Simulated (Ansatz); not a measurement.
Consider NaF in the rock salt structure (space group Fm-3m, No. 225; a = 4.7016 Å).

Computed with plane-wave PAW DFT at the PBE level (Ansatz, a quantum-chemistry and plane-wave program, 420 eV), no SOC.

Base values:

```
Quantity               Value
-------------------  -------
Lattice parameter a  4.702 Å
Band gap             6.09 eV
```

Modification: every Na is replaced by Li; the structure is relaxed again.

### Question
What happens to the lattice parameter a and band gap?

### Answer
The lattice parameter a decreases by 0.6335 Å, from 4.702 Å to 4.068 Å; the band gap increases by 2.74 eV to 8.83 eV.

Whether these cells are dynamically stable was not tested.
